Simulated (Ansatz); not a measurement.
Consider interstitial Zn in anatase TiO2, charge state +2. These are PBE, PAW (plane waves to 420 eV; Ansatz, a first-principles code) values and carry that method's errors.

Settings: 108 host sites, the relaxed PBE lattice, the Γ point alone, smearing 0.01 eV, spin-restricted, no image-charge correction. Static, classical nuclei. The charge state is imposed; whether it is stable for some Fermi level was not computed. Sites that were not tried may lie lower.

Barriers: single points on a 2×2×2 k-point mesh shifted by half a step at the bands' geometries.

The step: a direct jump of one Zn atom; the atom moves 3.08 Å along (0.00, -0.50, 0.25) of the unit cell; the moving atom starts with neighbours 4 O at 1.95 Å and ends with 4 O at 1.95 Å.

Question: What migration barrier of this step does PBE, PAW give?

Answer: 0.56 eV, the same both ways. At the saddle the moving atom has neighbours 2 O at 1.95, 4 O at 2.16 Å. The saddle point's order was not checked, and it lies on a symmetry element of the cell, where a band can be held.
